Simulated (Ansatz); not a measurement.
Consider TiC in the rock salt structure (space group Fm-3m, No. 225; a = 4.328 Å). Axes: x, y, z lie along the cube axes.

Method: DFT with r2SCAN, PAW potentials and a 500 eV plane-wave cutoff in Ansatz (a quantum-chemistry and plane-wave program), no spin-orbit coupling.

Base values:

| Item | Result |
|---|---|
| Pressure | 0.0 GPa |
| Shortest interatomic distance | 2.164 Å |

Modification: the cell is compressed by 3.76 % along y with no lateral relaxation; the atoms relax in the strained cell.

Task: How does this affect the energy relative to the base, pressure and shortest interatomic distance?

Result: The energy rises by 27 meV/atom; the pressure (mean of the normal stresses, compression positive) goes from zero to 11.6 GPa; the shortest interatomic distance falls by 0.081 Å, from 2.164 Å to 2.083 Å.

Without a gap, meshes like the base's 18×18×18 leave anisotropic stresses uncertain by several tenths of a GPa, and small strain energies with them. Stability against distortions was not tested. All final runs are without spin polarisation.
